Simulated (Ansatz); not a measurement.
## Functionals side by side, with their cost (level): SiC (P6_3mc, 12 atoms in the cell)

Cell: a = 3.0766 Å, b = 3.0766 Å, c = 15.0981 Å, α = 90.00°, β = 90.00°, γ = 120.00°.

Program: Ansatz (an electronic-structure program), default PAW files made with PBE; each row names its functional.

Base settings: basis.ecutwfc = 30.9 Ry; kpoints.mp_grid.grid = 7 7 1; hamiltonian.xc = hse06; hamiltonian.pseudopotentials = {kind: paw} (the program's default PAW files); scf.occupations.method = fixed.

Differences are taken from HSE06, a reference of convenience: it is no measurement, and no ranking of the functionals follows.

Core times come from one kind of shared machine and are given to one figure; runs under 30 s give none.

The starting cell comes from a database of computed structures (which also holds hypothetical and non-ambient phases and stackings), without a prior relaxation at this level. Ansatz's pressure includes its estimate of the finite-basis (Pulay) stress. Another mesh or the band path of this cell gives a smaller gap, so this value is not converged in the mesh.

```tsv
level	gap on the mesh less reference (eV)	pressure less reference (GPa)	core time / reference (rough)
PBEsol	-1.014	1.22	–
PBE0	0.726	-0.16	0.9
HSE06	0.000	0.00	1
```

PBEsol ran in under 30 s, against roughly 100 s for HSE06.

Keys are those of Ansatz 0.2.
